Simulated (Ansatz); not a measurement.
Start from HgF2 in the fluorite structure (space group Fm-3m, No. 225; a = 5.539 Å).

Calculations: PBEsol, PAW, 420 eV (Ansatz, a quantum-chemistry and plane-wave program; no SOC).

Base values:

* **Gap character**: direct at Γ
* **Width of the top valence band**: 0.27 eV

Modification: every lattice vector is shortened by 1.00 %; the atoms relax in the strained cell.

### Question
What does the calculation give for the gap character after the change?

### Answer
The gap character is still direct at Γ.

### Question
Predict the new mean gap deformation potential ΔEg/Δln V.

### Answer
The mean gap deformation potential ΔEg/Δln V amounts to +0.1 eV.

### Question
Predict the new width of the top valence band.

### Answer
The width of the top valence band goes up by 0.05 eV, from 0.27 eV to 0.32 eV.

With Hg present, leaving out spin-orbit coupling can change the band edges. Whether these cells are dynamically stable was not tested.
